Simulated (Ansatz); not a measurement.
Consider TiC in the rock salt structure (space group Fm-3m, No. 225; a = 4.261 Å; relaxed with 0.1 eV smearing).

Structures relaxed with Ansatz (an electronic-structure program), LDA, PAW, cutoff 420 eV, no SOC.

Base:

Simulated powder pattern, Cu Kα, λ = 1.54184 Å (kinematic, ideal powder, no thermal factors, no anomalous dispersion; the 8 strongest lines at most, above 2 %, up to 2θ = 90°):

| 2θ (°) | I/Imax (%) | hkl |
|---|---|---|
| 36.53 | 87 | (111) |
| 42.43 | 100 | (200) |
| 61.56 | 56 | (220) |
| 73.75 | 30 | (311) |
| 77.62 | 18 | (222) |

After one change:

Simulated powder pattern, Cu Kα, λ = 1.54184 Å (kinematic, ideal powder, no thermal factors, no anomalous dispersion; the 8 strongest lines at most, above 2 %, up to 2θ = 90°):

```csv
2θ (°),I/Imax (%)
35.60,86
41.35,100
59.90,57
71.67,30
75.39,18
89.83,8.4
```

**Question.** Which of these changes matches the shifts?
(A) isotropic strain +2.50 %
(B) isotropic strain +1.00 %
(C) isotropic strain +0.50 %
(D) isotropic strain −2.00 %

**Answer.** A, isotropic strain +2.50 %. Its volume per atom is 10.41 Å³ against 9.67 Å³, and its space group is Fm-3m (No. 225).

Whether these cells are dynamically stable was not tested. All final runs are without spin polarisation.
